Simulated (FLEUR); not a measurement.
A self-consistent single point of YbSi (Cmcm, 4 atoms in the cell) with FLEUR.

Method: PBEsol, all-electron FLAPW (FLEUR), scalar-relativistic valence in FLEUR.

The change in words: lattice scaled by 0.98. Reference geometry:
```
CELL_PARAMETERS angstrom
      2.27035    -5.30912     0.00000
      2.27035     5.30912     0.00000
      0.00000     0.00000     3.88198
ATOMIC_POSITIONS crystal
  Yb 0.13826 0.86174 0.75000
  Yb 0.86174 0.13826 0.25000
  Si 0.43065 0.56935 0.75000
  Si 0.56935 0.43065 0.25000
```

Reference input (self-consistent single point, DFT, PBEsol, all-electron FLAPW (FLEUR), scalar-relativistic valence): Kmax = 3.8 1/bohr; GmaxXC = 15.2 1/bohr; xcFunctional = PBEs; jspins = 1; l_soc = F; mode = gauss; fermiSmearingEnergy = 0.00367493 Htr; mesh (inpgen div1-3) = 6 6 7; inpgen gamma flag = true; Gmax = 15.2 1/bohr; numbands = 0; maxIterBroyd = 15. This run's input differs from it in these lines:

```diff
@@ -3,5 +3,5 @@
 &input film=f /
-4.2903491557 -10.0327733141 0.0000000000
-4.2903491557 10.0327733141 0.0000000000
-0.0000000000 0.0000000000 7.3358790213
+4.2045423615 -9.8321184148 0.0000000000
+4.2045423615 9.8321184148 0.0000000000
+0.0000000000 0.0000000000 7.1891606850
 1.0
@@ -46,5 +46,5 @@
          <bravaisMatrix>
-            <row-1>    4.2903491557000004   -10.0327733141000000     0.0000000000000000</row-1>
-            <row-2>    4.2903491557000004    10.0327733141000000     0.0000000000000000</row-2>
-            <row-3>    0.0000000000000000     0.0000000000000000     7.3358790213000002</row-3>
+            <row-1>    4.2045423614999997    -9.8321184148000000     0.0000000000000000</row-1>
+            <row-2>    4.2045423614999997     9.8321184148000000     0.0000000000000000</row-2>
+            <row-3>    0.0000000000000000     0.0000000000000000     7.1891606850000001</row-3>
          </bravaisMatrix>
```

Log, with long lists cut:

```
 Iteration:     1   Distance:     113.80813728 me/bohr^3
 Iteration:     2   Distance:      20.92644262 me/bohr^3
 Iteration:     3   Distance:      15.62382624 me/bohr^3
 Iteration:     4   Distance:      29.54619140 me/bohr^3
 Iteration:     5   Distance:      24.03894462 me/bohr^3
   [... 19 lines left out ...]
 Iteration:    25   Distance:       0.00013781 me/bohr^3
 Iteration:    26   Distance:       0.00002034 me/bohr^3
 Iteration:    27   Distance:       0.00001256 me/bohr^3
 Iteration:    28   Distance:       0.00000174 me/bohr^3
 Reset of history
 Run finished successfully
 Stop message:
   Structural relaxation: new displacements generated

[file out, last iteration]
             iter=     29
[...]
          total density-effective poten   -4.9361333737E+04
          total charge density-energy d   -6.2123083479E+02
 Updated energy parameters for spin:           1
[...]
 fermi energy and band-weighting factors:
    0.572291    0.587010    0.600353

[...]
FERMIE:
          first approx. to ef    (T=0)  :   0.296665 htr   (energy of the highest occ. eigenvalue)
          number of occ. states  (T=0)  :       1456
          first approx. to seigv (T=0)  :  -3.435996 htr
          sum of weights of occ. states :  28.007937
          sum of semicore charge        :   0.000000 e
          fermi energy=   0.29711 har   work function=  -8.08472 ev
   [... lines left out ...]
          total moment                 =     0.00000
 Direct bandgap for spin            1 :    5.4495980221115903E-003  Htr
 ---->    free energy=                    -28722.2474021425 htr
   [... lines left out ...]
      extrapolation for T->0
 ---->    total electron energy=          -28722.2474021425 htr
 ***** TOTAL FORCES ON ATOMS *****
 TOTAL FORCE FOR ATOM TYPE=  1  X=  0.000   Y= -2.719   Z= -1.797
                       FX_TOT= 0.000000 FY_TOT=-0.002508 FZ_TOT= 0.000000
 TOTAL FORCE FOR ATOM TYPE=  2  X=  0.000   Y= -8.468   Z= -1.797
                       FX_TOT= 0.000000 FY_TOT= 0.010423 FZ_TOT= 0.000000
```

The run converged in 28 iterations. FLEUR gives forces in its relaxation mode, with a further iteration, so its stop message speaks of a relaxation. Against the reference run the total energy falls by 33.6 meV/atom and the largest force goes from 0.326 to 0.536 eV/Å.

The starting cell comes from a database of computed structures (which also holds hypothetical and non-ambient phases and stackings), without a prior relaxation at this level. For this run, on top of that: lattice scaled by 0.98. Spin-orbit coupling is off. Spin polarisation is off. Values depend on the basis (sphere radii, cutoffs, local orbitals), which need not be converged. The log's line on a gap gives a spacing of levels on this mesh, which the program prints for metals too.

Cost on one core of a shared machine: roughly 7 min.
